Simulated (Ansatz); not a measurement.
## Short convergence ladders for NbRu (P4mm, 2 atoms in the cell)

```yaml
crystal:
  lattice:
    - [3.06874, 0.00000, 0.00000]
    - [0.00000, 3.06874, 0.00000]
    - [0.00000, 0.00000, 3.44215]
  atoms:
    - { symbol: Nb, position: [0.00000, 0.00000, 0.01453] }
    - { symbol: Ru, position: [0.50000, 0.50000, 0.50000] }
```

Base method: LDA (PW92), default PAW files made with PBE (plane waves; Ansatz, a first-principles code).

Base settings: basis.ecutwfc = 420 eV; kpoints.mp_grid.grid = 11 11 10; hamiltonian.xc = lda; hamiltonian.pseudopotentials = {kind: paw} (the program's default PAW files); scf.occupations.method = fermi_dirac; scf.occupations.width = 0.1 eV.

The count of work is k-points × plane waves × bands × iterations; it is no time. Core times come from one kind of shared machine, to one figure; runs under 30 s give none.

**The cutoff for other potential files**

Level: DFT, LDA (PW92), plane waves, harder PAW files (source: ansatz) made with PBE.

In this ladder: hamiltonian.pseudopotentials = {kind: paw, source: ansatz}.

The second cell is the first with its lattice scaled by 0.98.

The mesh stays at the base's, so the ladder's end is converged at best in this setting alone.

The first pressure column holds Ansatz's estimate of the finite-basis (Pulay) stress, which hides part of the cutoff error; the other is without it.

Only quantities that move along the ladder and can be compared are tabulated.

| basis.ecutwfc | free energy less the last step's (meV/atom) | energy of the compressed cell less the first (meV/atom) | pressure (GPa) | pressure without the Pulay estimate (GPa) | largest difference of a force vector from the last step's (eV/Å) | count of work / last |
|---|---|---|---|---|---|---|
| 320 eV | 5019.53 | -72.05 | -18.83 | -209.57 | 0.166 | 0.12 |
| 390 eV | 1291.79 | -39.01 | -13.74 | -82.68 | 0.066 | 0.16 |
| 495 eV | 122.98 | -48.69 | -14.94 | -24.71 | 0.000 | 0.24 |
| 600 eV | 9.32 | -48.82 | -14.81 | -15.57 | 0.000 | 0.27 |
| 710 eV | 3.45 | -48.85 | -14.81 | -14.85 | 0.000 | 0.35 |
| 850 eV | 2.52 | -48.85 | -14.81 | -14.85 | 0.000 | 0.47 |
| 1060 eV | 1.24 | -48.85 | -14.81 | -14.86 | 0.000 | 0.65 |
| 1415 eV | 0.00 | -48.85 | -14.81 | -14.83 | 0.000 | 1.0 |

Coarsest basis.ecutwfc that holds the forces within 0.005 eV/Å of the last step, with all finer ones: 495 eV, at 0.24 of the last step's count of work; the step before is off by 0.066 eV/Å.

Coarsest basis.ecutwfc that holds the pressure within 0.2 GPa of the last step, with all finer ones: 495 eV, at 0.24 of the last step's count of work; the step before is off by 1.1 GPa.

State of the free energy at the end of the ladder: still drifting one way, by 2.5 meV/atom over the last two steps, so the last step is no safe reference.

At the lowest cutoff the pressure without the Pulay estimate lies 195 GPa under the last step's, the usual sign of Pulay stress in an incomplete plane-wave basis.

**The relaxed cell against the cutoff**

On NbRu (P4/mmm, 2 atoms in the cell): atoms on their sites.

In this ladder: relax = cell and atoms.

The mesh stays at the base's, so the ladder's end is converged at best in this setting alone.

Only quantities that move along the ladder and can be compared are tabulated.

```tsv
basis.ecutwfc	relaxed volume (Å³/atom)	relaxation steps	core time / last (rough)
210 eV	15.724	31	0.9
250 eV	15.259	45	1
295 eV	15.167	17	0.6
355 eV	15.192	8	–
420 eV	15.193	6	0.3
505 eV	15.193	6	0.4
630 eV	15.192	6	0.4
840 eV	15.192	6	1
```

Coarsest basis.ecutwfc that holds the relaxed volume within 0.015 Å³/atom of the last step, with all finer ones: 355 eV; the step before is off by 0.025 Å³/atom.

At the lowest cutoff the cell relaxes to a volume 3.5 % larger than at the highest. Ansatz relaxes on a stress corrected for the finite basis.

On the base run: the starting cell comes from a database of computed structures (which also holds hypothetical and non-ambient phases and stackings), without a prior relaxation at this level. Its lattice was rescaled by up to half a per cent. One atom was moved a little off its site on purpose. Spin polarisation is off.

Keys are those of Ansatz 0.2.
